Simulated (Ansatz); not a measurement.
The parent structure is BeSe in the zinc blende structure (space group F-43m, No. 216; a = 5.129 Å).

Method: PBEsol/PAW in Ansatz (a first-principles code), no spin-orbit coupling.

Strains are applied to the cell and any free atomic positions relax.

One change was made to it. Results:

| quantity | base | after |
|---|---|---|
| gap character | indirect, Γ → X | indirect, Γ → X |
| hole mass (degenerate bands, along [100]) | 0.23, 0.46, 0.46 mₑ (at Γ) | 0.24, 0.43, 0.43 mₑ (at Γ) |
| pressure | 0.00 GPa | 5.41 GPa |
| smallest direct gap | 4.28 eV | 4.74 eV |
| electron mass | 0.84 mₑ along k, 0.26 mₑ across (at X) | 0.81 mₑ along k, 0.25 mₑ across (at X) |

Task: Which of these changes matches the shifts?
A. isotropic strain −2.00 %
B. isotropic strain −1.50 %
C. isotropic strain −3.00 %

Result: A, isotropic strain −2.00 %. For comparison, the electron mass in the other runs: isotropic strain −1.50 % gives 0.82 mₑ along k, 0.25 mₑ across (at X); isotropic strain −3.00 % gives 0.80 mₑ along k, 0.25 mₑ across (at X).

Effective masses come from finite differences of ±0.01 Å⁻¹. Along k means along the line from Γ to the band edge. No phonon test of stability was made.
